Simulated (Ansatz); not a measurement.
Worked example: self-consistent single point of TaAs (I4_1md, 4 atoms in the cell) in Ansatz (a program for electronic structure).

Computed with PBE, PAW files (plane waves; Ansatz).

The change in words: lattice scaled by 0.98. Reference geometry:
```
TaAs
1.0
   -1.74764     1.74764     5.95596
    1.74764    -1.74764     5.95596
    1.74764     1.74764    -5.95596
Ta As
2 2
Direct
  0.49997   0.99997   0.50000
  0.74997   0.74997   0.00000
  0.08263   0.58263   0.50000
  0.33263   0.33263   0.00000
```

Reference input (self-consistent single point, DFT, PBE, plane waves, PAW files): basis.ecutwfc = 420 eV; kpoints.mp_grid.grid = 8 8 8; hamiltonian.xc = pbe; hamiltonian.pseudopotentials = {kind: paw} (an earlier, softer set of the program's PAW files); scf.occupations.method = fermi_dirac; scf.occupations.width = 0.1 eV. This run's input differs from it in these lines:

```diff
@@ -3,5 +3,5 @@
   lattice:
-    - [-1.74764200, 1.74764200, 5.95595900]
-    - [1.74764200, -1.74764200, 5.95595900]
-    - [1.74764200, 1.74764200, -5.95595900]
+    - [-1.71268900, 1.71268900, 5.83684000]
+    - [1.71268900, -1.71268900, 5.83684000]
+    - [1.71268900, 1.71268900, -5.83684000]
   atoms:
```

Output, abridged:

```
SCF iter   1: F=—  HF=-29581.334401 eV  |F-HF|=—  |Δ(HF+E_count)|=         —  Δρ=4.35e-2  dr2=1.45e0  ethr=3.10e-3  ⟨swp⟩=5.1  Hψ=7146  notcnv=0
all-band conjugate gradients solve this SCF's bands
preconditioner: auto → Kerker (q_TF=auto, 2.638 Å⁻¹)
SCF iter   2: F=—  HF=-29581.057700 eV  |F-HF|=—  |Δ(HF+E_count)|=   2.77e-1  Δρ=2.61e-2  dr2=5.03e-1  ethr=2.58e-3  ⟨swp⟩=2.0  Hψ=2787  notcnv=0  defer=6
   [... lines left out ...]
SCF iter   5: F=—  HF=-29580.902994 eV  |F-HF|=—  |Δ(HF+E_count)|=   1.55e-4  Δρ=5.79e-4  dr2=2.73e-4  ethr=5.72e-6  ⟨swp⟩=3.0  Hψ=3606  notcnv=0  defer=6
SCF iter   6: F=—  HF=-29580.902952 eV  |F-HF|=—  |Δ(HF+E_count)|=   4.20e-5  Δρ=1.09e-4  dr2=9.90e-6  ethr=4.87e-7  ⟨swp⟩=2.0  Hψ=3303  notcnv=0  defer=6
SCF iter   7: F=—  HF=-29580.902939 eV  |F-HF|=—  |Δ(HF+E_count)|=   1.32e-5  Δρ=3.38e-5  dr2=6.33e-7  ethr=1.77e-8  ⟨swp⟩=2.1  Hψ=3504  notcnv=0  defer=6
SCF iter   8: F=-29580.902939 eV  HF=-29580.902939 eV  |F-HF|=1.06e-8  |Δ(HF+E_count)|=   2.01e-8  Δρ=5.25e-6  dr2=2.26e-8  ethr=1.79e-10  ⟨swp⟩=5.3  Hψ=8483  notcnv=0
SCF 1 converged in 8 iterations: F = -29580.902939 eV  dr2 = 2.26e-8
Free energy (F): -29580.902939 eV
Internal energy: -29580.876573 eV  (E = F + TS)
E sigma→0 (E₀):  -29580.889756 eV
Entropy (-TS):   -0.026366 eV (-6.592 meV/atom)
Fermi energy:    16.950782 eV
--- Forces (eV/Å), atoms counted from 1 ---
  atom   1  Ta     0.00000000    -0.00000000     0.03402418
  atom   2  Ta    -0.00000000    -0.00000000     0.03402418
  atom   3  As     0.00000000     0.00000000    -0.03402482
  atom   4  As    -0.00000000    -0.00000000    -0.03402482
--- Stress (GPa, compression-positive) ---
        5.726518      -0.000000      -0.000000
       -0.000000       5.726518       0.000000
       -0.000000       0.000000       4.509894
  P = ⅓ Tr σ = 5.3210 GPa (53.210 kbar)
  The stress holds the Pulay correction. Without it, at fixed plane waves, as pw.x and ABINIT print it: P = 5.2842 GPa
```

The run converged in 8 iterations. Against the reference run the free energy drops by 2.0 meV/atom, the pressure goes from -5.32 to 5.32 GPa and the largest force goes from 0.006 to 0.034 eV/Å.

The starting cell comes from a database of computed structures (which also holds hypothetical and non-ambient phases and stackings), without a prior relaxation at this level. Its lattice was rescaled by a random factor within 2.5 % of one. For this run, on top of that: lattice scaled by 0.98. Spin polarisation is off. With a pressure of about 5 GPa the cell is away from its equilibrium volume at this level. Ansatz's pressure includes its estimate of the finite-basis (Pulay) stress.

Keys are those of Ansatz 0.2.
